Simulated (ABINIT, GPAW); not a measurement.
An ABINIT input for a self-consistent single point of Fe3Ge (Fm-3m, 4 atoms in the cell) (DFT, PBEsol, plane waves, norm-conserving pseudopotentials (PseudoDojo nc-sr-04 PBEsol standard)):

```
# Fe3Ge, PseudoDojo nc-sr-04 PBEsol standard
pp_dirpath "./"
pseudos "Fe.upf, Ge.upf"
acell 3*1.0
rprim
         0.0000000000    5.3166915393    5.3166915393
         5.3166915393   -0.0000000000    5.3166915393
         5.3166915393    5.3166915393   -0.0000000000
natom 4
ntypat 2
znucl 26 32
typat 1 1 1 2
xcart
         2.8134720000    2.8134720000    2.8134720000
         1.4067360000    1.4067360000    1.4067360000
         4.2202080000    4.2202080000    4.2202080000
         0.0000000000    0.0000000000    0.0000000000
      Angstrom
ecut 45 Ha
nsppol 2
spinat
      0 0 4
      0 0 4
      0 0 4
      0 0 0
occopt 3
tsmear 0.00499791
nband 47
kptopt 1
ngkpt 9 9 9
nshiftk 1
shiftk 0 0 0
nstep 60
toldfe 1.0e-09
prtwf 0
prtden 0
enunit 2
```

Question: Translate this input to GPAW.

Answer: This is the input that was run; spellings and numerical settings could be chosen otherwise.

```python
from ase import Atoms
from ase.units import GPa
from gpaw import GPAW

atoms = Atoms(['Fe', 'Fe', 'Fe', 'Ge'],
              cell=[[0.000000, 2.813472, 2.813472],
                    [2.813472, 0.000000, 2.813472],
                    [2.813472, 2.813472, 0.000000]],
              scaled_positions=[[0.500000, 0.500000, 0.500000],
                                [0.250000, 0.250000, 0.250000],
                                [0.750000, 0.750000, 0.750000],
                                [0.000000, 0.000000, 0.000000]],
              pbc=True)

atoms.set_initial_magnetic_moments([4.0, 4.0, 4.0, 0.0])

calc = GPAW(spinpol=True,
            mode={'name': 'pw', 'ecut': 800},
            xc='PBEsol',
            kpts=(9, 9, 9),
            occupations={'name': 'fermi-dirac', 'width': 0.136},
            nbands=-12,
            convergence={'forces': 0.001},
            symmetry={'symmorphic': False, 'tolerance': 0.0005},
            maxiter=150,
            txt='-')

atoms.calc = calc

energy = atoms.get_potential_energy()
print('Energy (eV):', round(energy, 6))
forces = atoms.get_forces()
print('Forces (eV/Ang):')
print(forces.round(5))
stress = atoms.get_stress()
print('Stress (GPa, Voigt):', (stress / GPa).round(4))
```

Basis, cutoffs, solver keys and any potentials are the target program's own. This input uses DFT PBEsol, plane waves, GPAW PAW datasets PBEsol (made by gpaw-setup). Both were run: pressure 1.73 GPa in ABINIT and 2.98 in GPAW; size of the net moment 1.33 μB/atom in ABINIT and 1.25 in GPAW.

On GPAW: the starting cell comes from a database of computed structures (which also holds hypothetical and non-ambient phases and stackings), without a prior relaxation at this level. Its lattice was rescaled by a random factor within 2.5 % of one. The magnetic order is the one reached from the typed start; others were not searched systematically.

On ABINIT: the starting cell comes from a database of computed structures (which also holds hypothetical and non-ambient phases and stackings), without a prior relaxation at this level. Its lattice was rescaled by a random factor within 2.5 % of one. The magnetic order is the one reached from the typed start; others were not searched systematically.
